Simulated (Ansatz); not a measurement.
**One base run on Ga₂O₃ (P1, 10 atoms in the cell) and variants with one or two settings moved**

```xyz
10
Lattice="2.4987 1.4426 4.4836 -2.4987 1.4426 4.4836 0.0000 -2.8853 4.4836" Properties=species:S:1:pos:R:3 pbc="T T T"
Ga    -0.0113     0.0908    11.3669
Ga     0.0315     0.0881     1.9633
Ga     0.0379     0.0001     8.7547
Ga    -0.0396    -0.0493     4.7298
O      0.8462     1.5091     5.6556
O     -0.6891    -1.6412     7.8182
O     -1.8623    -0.1471     5.7183
O      1.6723     0.1830     7.8557
O      1.0688    -1.4131     5.5534
O     -1.0544     1.3795     7.8375
```

Base run A: LDA (PW92), PAW files made with PBE (Ansatz, a program for electronic structure), self-consistent single point.

Its settings: basis.ecutwfc = 30.9 Ry; kpoints.mp_grid.grid = 4 4 4; hamiltonian.xc = lda; hamiltonian.pseudopotentials = {kind: paw} (the program's default PAW files); scf.occupations.method = fermi_dirac; scf.occupations.width = 0.0007 Ry.

The starting cell comes from a database of computed structures (which also holds hypothetical and non-ambient phases and stackings), without a prior relaxation at this level. Its atoms were displaced at random from the sites of space group no. 167. In the base run, forces exceed 1 eV/Å. Ansatz's pressure includes its estimate of the finite-basis (Pulay) stress.

ΔF is the free energy per atom less that of run A. 

Run A gave: pressure (GPa) -1.02; largest force (eV/Å) 4.009; gap on the mesh (eV) 2.492; k-points 36; valence electrons 88.

Runs:
- B: scf.occupations.width: 0.0007 Ry → 0.0367 Ry
- C: 2 x 1 x 1 supercell, mesh divided to match; kpoints.mp_grid.grid: 4 4 4 → 2 4 4
- D: scf.mixing.preconditioner: default (the program chose Resta) → kerker; scf.mixing.q_tf: default → 0.2
- E: scf.self_checks: default → high
- F: scf.mixing.algorithm: default (the program chose MSR1) → broyden

Question: What does run B change against A?

Answer: The free energy drops by 3.5 meV/atom, the pressure goes from -1.02 to -0.47 GPa, the largest force goes from 4.009 to 3.990 eV/Å and the gap on the mesh goes from 2.492 to 2.504 eV.

```csv
run,ΔF (meV/atom),pressure (GPa),largest force (eV/Å),gap on the mesh (eV),k-points,valence electrons
A,0.00,-1.02,4.009,2.492,36,88
B,-3.5,-0.47,3.990,2.504,36,88
C,0.00,-1.02,4.009,2.492,20,176
D,0.00,-1.02,4.009,2.492,36,88
E,0.00,-1.02,4.009,2.492,36,88
F,0.00,-1.02,4.009,2.492,36,88
```

Keys are those of Ansatz 0.2.
